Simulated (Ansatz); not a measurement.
**CO on the 1x1 (110) surface of bcc Mo, one in a 2x2 cell, started at the site 'bridge Mo-Mo (span 2.7 Å)'**

These are PBE (plane waves to 420 eV, PAW; Ansatz, a program for electronic structure) values and carry that method's errors.

Slab: 18 atoms, 6.5 Å thick at the start under the adsorbate (thin: gaps and levels are the slab's own); k 6x6x1, smearing 0.1 eV, dipole-corrected; 8 atoms held, the rest relaxed; symmetry of the start imposed; no spin, no spin-orbit, no U, no dispersion correction. At the end it is bonded to 2 Mo. In PBE this state lies 0.30 eV over the lowest of the starts that converged ('hollow Mo-Mo-Mo').

```json
{
  "adsorption energy against CO(g)": "-1.49 eV",
  "work_function_of_the_top_face": "5.57 eV",
  "change_of_the_work_function": "0.98 eV",
  "change_of_the_step_from_the_bottom_to_the_top_vacuum_level_against_the_clean_slab": "1.01 eV",
  "energy_released_by_relaxation": "1.13 eV",
  "height of the binding atom over the mean of the host atoms within 0.3 Å of the top one": "1.730 Å",
  "nearest_host_atoms_of_the_binding_atom": "Mo at 2.19 Å, Mo at 2.19 Å, Mo at 3.16 Å",
  "largest_move_of_a_host_atom": "0.05 Å",
  "cost": "very roughly 25 core-minutes"
}
```

A negative adsorption energy means that the adsorbate is more stable on the surface than in its reference.
